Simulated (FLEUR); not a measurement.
Band structure of Nb (Im-3m, 1 atom in the cell).

```yaml
crystal:
  lattice:
    - [-1.68370, 1.68370, 1.68370]
    - [1.68370, -1.68370, 1.68370]
    - [1.68370, 1.68370, -1.68370]
  atoms:
    - { symbol: Nb, position: [0.00000, 0.00000, 0.00000] }
```

Level of theory: PBE, all-electron FLAPW (FLEUR), scalar-relativistic valence in FLEUR.

Settings: Kmax = 3.9 1/bohr; GmaxXC = 15.6 1/bohr; xcFunctional = pbe; jspins = 1; l_soc = F; mode = hist; fermiSmearingEnergy = 0.00367493 Htr; mesh (inpgen div1-3) = 11 11 11; inpgen gamma flag = false; Gmax = 15.6 1/bohr; numbands = 0; maxIterBroyd = 99; imix = Anderson; alpha = 0.05.

The starting cell comes from a database of computed structures (which also holds hypothetical and non-ambient phases and stackings), without a prior relaxation at this level. Its lattice was rescaled by a random factor within 2.5 % of one. Spin polarisation is off. Values depend on the basis (sphere radii, cutoffs, local orbitals), which need not be converged.

Levels in eV from the Fermi level, bands 3 to 10:
```csv
point,3,4,5,6,7,8,9,10
Γ,-29.85,-29.85,-5.80,0.38,0.38,0.38,3.10,3.10
H,-30.63,-30.63,-3.40,-3.40,5.22,5.22,5.22,8.59
N,-30.21,-29.86,-3.48,-1.50,2.03,3.10,3.73,5.93
P,-30.42,-30.42,-1.05,-1.05,-1.05,3.85,3.85,8.84
```
